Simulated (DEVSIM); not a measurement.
Device: abrupt Si n-p junction, at 300 K.

Layer 1 from the left is Si, thickness (μm) 1.60, Nd (cm⁻³) 4.5e18, τn (s) 8e-5, τp (s) 8e-5. Layer 2 from the left is Si, thickness (μm) 58.0, Na (cm⁻³) 1.3e16, τn (s) 8e-5, τp (s) 8e-5.

Left contact: ohmic. Right contact: ohmic. Voltage is applied to the left contact. Recombination: SRH at mid-gap. Mobility is constant in doping.

The device is made up for the run: typed textbook-type constants, with dimensions and the other settings drawn at random. Values at 300 K.

Si: gap (eV) 1.124, affinity (eV) 4.05, permittivity 11.7, Nc (cm⁻³) 2.86e19, Nv (cm⁻³) 3.1e19, μn (cm²/Vs) 1417, μp (cm²/Vs) 470.

DEVSIM, 1D drift-diffusion, Boltzmann statistics, complete ionisation; no tunnelling, impact ionisation, image-force lowering or self-heating.

Dark forward current:

```
|V| (V)  |J| (A/cm²)
-------  -----------
0.05       1.016e-10
0.10       6.042e-10
0.15        3.594e-9
0.20        2.296e-8
0.25        1.533e-7
0.30        1.044e-6
0.35        7.180e-6
0.40        4.953e-5
0.45       0.0003422
0.50        0.002366
0.55         0.01635
0.60          0.1126
0.65          0.7593
0.70           4.611
0.75           21.48
0.80           71.98
0.85           181.2
0.90           367.5
0.95           640.1
1.00            1004
1.05            1461
1.10            2014
```

**Question.** Work out the local ideality factor n = ΔV / (kT/q · ln(J2/J1)) between the rows 0.15 and 0.20 V, 0.45 and 0.50 V, 1.05 and 1.10 V.

**Answer.** kT/q = 25.85 mV. From 0.15 to 0.20 V: ln(2.296e-8/3.594e-9) = 1.854, n = 1.04, near the 1 of diffusion or emission over a barrier. From 0.45 to 0.50 V: ln(0.002366/0.0003422) = 1.934, n = 1.00, near the 1 of diffusion or emission over a barrier. From 1.05 to 1.10 V: ln(2014/1461) = 0.321, n = 6.03.

**Question.** Estimate the current at 0.40 V from the Shockley equation with J0 = Σ q ni² D/(N L) coth(W/L), τ joining the SRH, radiative and Auger lifetimes that are on, and W taken as the whole layer.

**Answer.** ni² = 1.16e20 cm⁻⁶; holes in the n layer: μ = 470 cm²/Vs, D = 12.1 cm²/s, τ = 8.00e-5 s, L = 312 μm, W/L = 0.0051, term 3.13e-13 A/cm²; electrons in the p layer: μ = 1420 cm²/Vs, D = 36.6 cm²/s, τ = 8.00e-5 s, L = 541 μm, W/L = 0.11, term 9.05e-12 A/cm². J0 = 9.36e-12 A/cm², and J = J0 exp(qV/kT) = 4.92e-5 A/cm². The simulation gives 4.95e-5 A/cm², the same within the digits that matter. The estimate leaves out recombination in the depletion region and that region's share of W.
